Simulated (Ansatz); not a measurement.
```xyz
10
Lattice="2.5367 1.4645 4.5529 -2.5367 1.4645 4.5529 0.0000 -2.9291 4.5529" Properties=species:S:1:pos:R:3 pbc="T T T"
Li     0.0000     0.0000     4.0355
Li     0.0000     0.0000    10.8649
Ta     0.0000     0.0000     0.1533
Ta     0.0000     0.0000     6.9826
O      1.5503     0.1413     5.6620
O     -0.8975     1.2719     5.6620
O     -0.6528    -1.4132     5.6620
O      0.6528     1.5159     7.9385
O     -1.6392    -0.1926     7.9385
O      0.9864    -1.3233     7.9385
```

Spin-orbit coupling is not included.

Task: Give the diagonal Born effective charges atom by atom and the electronic dielectric tensor from linear response, DFT at the LDA level (Ansatz, a first-principles code).

Result: 
```
atom   Z*xx   Z*yy   Z*zz
----  -----  -----  -----
Li1    1.15   1.15   1.02
Li2    1.15   1.15   1.02
Ta3    7.27   7.27   7.40
Ta4    7.27   7.27   7.40
O5    -3.22  -2.39  -2.81
O6    -3.52  -2.09  -2.81
O7    -1.68  -3.94  -2.81
O8    -1.68  -3.94  -2.81
O9    -3.52  -2.09  -2.81
O10   -3.22  -2.39  -2.81
```

ε∞ diagonal: 5.10, 5.10, 5.25. The k mesh is 6×6×6. Away from Γ the polar cell without biaxial strain shows no imaginary mode on a 2×2×2 mesh.

The PAW data sets were generated under PBE and serve the other functionals too.
